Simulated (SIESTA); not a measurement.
**Several settings converged on NiAl (P4mm, 2 atoms in the cell)**

```yaml
crystal:
  lattice:
    - [2.88133, 0.00000, 0.00000]
    - [0.00000, 2.88133, 0.00000]
    - [0.00000, 0.00000, 2.88133]
  atoms:
    - { symbol: Al, position: [0.50000, 0.50000, 0.51735] }
    - { symbol: Ni, position: [0.00000, 0.00000, 0.00000] }
```

Base method: LDA PW92, numerical atomic orbitals DZP, PseudoDojo LDA standard norm-conserving potentials (rewritten from UPF to PSML) (SIESTA).

Base settings: XC.functional = LDA; XC.authors = PW92; potentials = PseudoDojo LDA standard; PAO.BasisSize = DZP; PAO.EnergyShift = 0.005 Ry; MeshCutoff = 300 Ry; kgrid.MonkhorstPack = 4 4 4; OccupationFunction = FD; ElectronicTemperature = 100 meV; MaxSCFIterations = 150.

**The cutoff of the real-space grid**

The second cell is the first with its lattice scaled by 0.98.

The mesh stays at the base's, so the ladder's end is converged at best in this setting alone.

Only quantities that move along the ladder and can be compared are tabulated.

```csv
MeshCutoff,free energy less the last step's (meV/atom),energy of the compressed cell less the first (meV/atom),pressure (GPa),largest difference of a force vector from the last step's (eV/Å)
105 Ry (108 Ry used),-8.34,-24.38,-10.29,0.009
120 Ry (133 Ry used),0.10,-28.52,-10.97,0.005
180 Ry (192 Ry used),-0.13,-27.71,-11.00,0.000
270 Ry (300 Ry used),-0.11,-27.84,-11.17,0.001
330 Ry (341 Ry used),0.03,-28.03,-11.15,0.001
405 Ry (431 Ry used),0.01,-28.09,-11.06,0.001
525 Ry (533 Ry used),-0.01,-27.98,-11.11,0.001
720 Ry (767 Ry used),0.00,-28.01,-11.16,0.000
```

Coarsest MeshCutoff that holds the energy of the compressed cell less the first within 0.2 meV/atom of the last step, with all finer ones: 270 Ry (300 Ry used); the step before is off by 0.30 meV/atom.

Coarsest MeshCutoff that holds the pressure within 0.5 GPa of the last step, with all finer ones: 120 Ry (133 Ry used); the step before is off by 0.87 GPa.

**The setting basis size**

Level: DFT, LDA PW92, numerical atomic orbitals TZP, PseudoDojo LDA standard norm-conserving potentials (rewritten from UPF to PSML).

Moved along: PAO.BasisSize.

The second cell is the first with its lattice scaled by 0.98.

The mesh stays at the base's, so the ladder's end is converged at best in this setting alone.

The sets are ordered by size and need not be nested.

Only quantities that move along the ladder and can be compared are tabulated.

```csv
basis (functions),energy of the compressed cell less the first (meV/atom),pressure (GPa),largest difference of a force vector from the last step's (eV/Å)
SZ (14),85.86,13.37,0.019
SZP (22),10.22,-3.01,0.031
DZ (24),-7.59,-7.58,0.031
DZP (32),-27.98,-11.15,0.001
TZP (42),-28.75,-11.15,0.000
```

Coarsest basis (functions) that holds the forces within 0.01 eV/Å of the last step, with all finer ones: DZP (32); the step before is off by 0.031 eV/Å.

Coarsest basis (functions) that holds the energy of the compressed cell less the first within 2 meV/atom of the last step, with all finer ones: DZP (32); the step before is off by 21 meV/atom.

Coarsest basis (functions) that holds the pressure within 0.1 GPa of the last step, with all finer ones: DZP (32); the step before is off by 3.6 GPa.

On the base run: the starting cell has typed, rounded lattice constants, without a prior relaxation at this level. Its lattice was rescaled by up to half a per cent. One atom was moved a little off its site on purpose. Spin polarisation is off. Values carry the incompleteness of an atom-centred basis. In the base run, with a pressure of about -11 GPa the cell is away from its equilibrium volume at this level. Without a gap this mesh is coarse (it stands for a supercell whose shortest vector is 12 Å).

Left out of this page: 1 run of the series failed or unconverged; 8 runs of the series outside the window shown, repeating another row's setting, or not comparable.
